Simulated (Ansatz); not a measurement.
Consider GaN in the wurtzite structure (space group P6_3mc, No. 186; a = 3.2186 Å, c = 5.2435 Å).

(Cell as relaxed with PBE.)

Levels (all Ansatz, a program for electronic structure, PAW, earlier PAW set): PBE (420 eV, scalar-relativistic without spin-orbit coupling); PBEsol (420 eV, no spin-orbit coupling).

Each level relaxes its own structure.

```json
[
 {"base": "volume per atom", "PBE": "11.76 Å³", "PBEsol": "11.37 Å³"},
 {"base": "lattice parameter a", "PBE": "6.082 bohr", "PBEsol": "6.014 bohr"},
 {"base": "band gap", "PBE": "1.71 eV", "PBEsol": "1.88 eV"}
]
```

Now apply this change: holes 5.0×10^21 cm⁻³, on a uniform background at fixed cell.

| quantity | PBE | PBEsol |
|---|---|---|
| gap between the host's bands | 1.83 eV | ___ |
| gap character | direct at Γ | ___ |
| Fermi level relative to the doped band's edge (positive inside the band; to 0.05 eV) | +0.35 eV | ___ |

### Question
What does PBEsol give?

### Answer

- gap between the host's bands, PBEsol: 1.99 eV
- gap character, PBEsol: direct at Γ
- Fermi level relative to the doped band's edge (positive inside the band; to 0.05 eV), PBEsol: +0.40 eV

PBE's gap between the host's bands lies 0.16 eV below PBEsol's; the two agree on the gap character. Neither level is exact; PBEsol is the comparison here, not a measurement.

Charged cell with a jellium background: band edges are those of the host's band count, energies are not comparable with the neutral cell, and many-body gap narrowing is missing. Whether these cells are dynamically stable was not tested.
